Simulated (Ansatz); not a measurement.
Response to strain in ScAl3

Start from ScAl3 in the Cu3Au type structure (space group Pm-3m, No. 221; a = 4.033 Å; relaxed with 0.1 eV smearing). Axes: x, y, z lie along the cube axes.

Strains are applied to the cell and any free atomic positions relax; under biaxial strain the out-of-plane vector relaxes too.

Method: LDA (Ansatz, an electronic-structure program), no spin-orbit coupling.

| biaxial strain, plane normal [001], relaxed out of plane (%) | out-of-plane strain (%) |
|---|---|
| 0 | 0.00 |
| 0.6 | ? |
| 1.2 | -0.54 |
| 1.8 | -0.81 |
| 2.4 | -1.10 |
| 3 | -1.38 |

Q: Fit ε⊥ = −νε + γε² (strains in %) to the rows shown and predict the withheld row.

A: Least squares on the printed values gives ν = 0.44 (the biaxial Poisson response) and γ = -0.007 (largest residual 0.00 %); this predicts -0.27 %, and the run gives -0.27 %, in agreement.

Stability against distortions was not tested. The final runs are not spin-polarised.
